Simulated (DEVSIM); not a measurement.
System: illuminated Si n-on-p cell, one wavelength, with a back-surface field, at 350 K.

Layer 1 from the left is Si, thickness (μm) 0.220, Nd (cm⁻³) 9e18, τn (s) 1.9e-7, τp (s) 4.4e-8, absorption coefficient (cm⁻¹) 4000. Layer 2 from the left is Si, thickness (μm) 120, Na (cm⁻³) 2.1e16, τn (s) 3.4e-7, τp (s) 3.4e-7, absorption coefficient (cm⁻¹) 4000. Layer 3 from the left is Si, thickness (μm) 1.40, Na (cm⁻³) 1.3e18, τn (s) 3.4e-7, τp (s) 3.4e-7, absorption coefficient (cm⁻¹) 4000.

Left contact: ohmic, minority hole recombination velocity 1000 cm/s. Right contact: ohmic, minority electron recombination velocity 80000 cm/s. Voltage is applied to the left contact. Recombination: SRH at mid-gap, radiative, Auger. Light enters at the left, 4e16 photons cm⁻² s⁻¹, one pass, no reflection. Mobility is μmin + (μ − μmin)/(1 + (N/Nref)^α).

Constants are typed, rounded textbook-type inputs, not results; the design itself was drawn at random and stands for no fabricated device. Values at 300 K; Nc and Nv go as T^1.5, mobilities as T to minus their exponent, the gap by Varshni's rule with the affinity fixed.

Si: gap (eV) 1.124, affinity (eV) 4.05, permittivity 11.7, Nc (cm⁻³) 2.86e19, Nv (cm⁻³) 3.1e19, μn (cm²/Vs) 1417, μp (cm²/Vs) 470, μn,min 52, μp,min 45, Nref,n 9.7e16, Nref,p 2.2e17, αn 0.68, αp 0.72, T exponent of μn 2.3, T exponent of μp 2.2, B (cm³/s) 4.7e-15, Cn (cm⁶/s) 2.8e-31, Cp (cm⁶/s) 9.9e-32, Varshni α (eV/K) 0.000473, Varshni β (K) 636.

DEVSIM, 1D drift-diffusion, Boltzmann statistics, complete ionisation; no tunnelling, impact ionisation, image-force lowering or self-heating.

Question: What does the simulation give for the fill factor, the dark forward voltage at 1 A/cm², the dark forward voltage at 100 A/cm²?

Answer: fill factor 0.74; dark forward voltage at 1 A/cm² 0.571 V; dark forward voltage at 100 A/cm² 1.006 V.
